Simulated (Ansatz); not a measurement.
**What uniaxial strain ε_zz = −0.75 % does to Al2O3**

Base system: Al2O3 in the corundum structure (space group R-3c, No. 167; a = 4.809 Å, c = 13.124 Å (hexagonal axes)). Axes: x lies along a and z along c of the hexagonal cell.

It is then changed as follows: the cell is compressed by 0.75 % along z with no lateral relaxation, atoms relaxed at fixed cell.

Level of theory: Kohn–Sham DFT with the PBE functional, run in Ansatz (a program for electronic structure) with PAW and 420 eV plane waves, spin-orbit coupling left out. Settings: 8×8×8 k-points, 0.05 eV Fermi–Dirac smearing.

The volume per atom drops by 0.066 Å³ (8.76 Å³ → 8.70 Å³) and the space group is still R-3c (No. 167). The shortest interatomic distance decreases by 0.004 Å, from 1.874 Å to 1.870 Å and the energy grows by 0.7 meV/atom. The pressure (mean of the normal stresses, compression positive) goes from zero to 17.0 kbar and the band gap grows by 0.03 eV, from 5.85 eV to 5.88 eV. The gap character is still direct at Γ and the width of the top valence band grows by 0.06 eV to 0.66 eV. The electron mass becomes 0.39 mₑ along z, 0.37 mₑ across (at Γ) (base: 0.38 mₑ along c, 0.36 mₑ across (at Γ)) and the valence-band top at Γ (three highest levels, from the VBM) goes from 0.00, -0.03, -0.03 eV to 0.00, -0.10, -0.10 eV. The stress (xx, yy, zz, yz, xz, xy; compression positive) comes out as (0.83, 0.83, 3.44, 0.00, 0.00, 0.00) GPa.

Masses are band curvatures over ±0.01 Å⁻¹ around the edge. Stability against distortions was not tested.
